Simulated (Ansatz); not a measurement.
Results of G0W0@PBEsol (hard PAW, contour deformation; Ansatz, an electronic-structure program) for B (model structure, started from the C4 type, I4₁32, No. 214, 4 atoms in the cell).

The cell is the one relaxed with PBEsol. Conventional cell: a = 4.6330 Å, b = 4.6330 Å, c = 4.6330 Å, α = 90.00°, β = 90.00°, γ = 90.00°.

The quasiparticle gap at Γ at a fixed k mesh 4×4×4:

```json
[
 {"response cutoff": "150 eV, 381 empty bands", "value (eV)": "3.816"},
 {"response cutoff": "200 eV, 587 empty bands", "value (eV)": "3.846"},
 {"response cutoff": "250 eV, 820 empty bands", "value (eV)": "3.861"},
 {"response cutoff": "300 eV, 1078 empty bands", "value (eV)": "3.869"}
]
```

Q: Taking the value to converge with the response cutoff E as E^(−3/2), extrapolate from the last two rows.

A: With y = y∞ + c/w and weights w = 3953 and 5196 for the last two rows, y∞ = (w2 y2 − w1 y1)/(w2 − w1) = (5196 × 3.869 − 3953 × 3.861)/1243 = 3.894 eV, which lies 0.025 beyond the last row. Successive pairs of rows give 3.902, 3.899, 3.894. The limit also hangs on the law assumed, so its last digits aren't firm.

The other settings are not extrapolated, so this is the limit in one setting alone.

At the last cutoff the smallest gap on this mesh is 2.31 eV, with an edge away from Γ.

A model structure was made by putting elements into a prototype or built by hand; it is no filed structure, need not be a known phase, and can be a saddle point held by its symmetry.
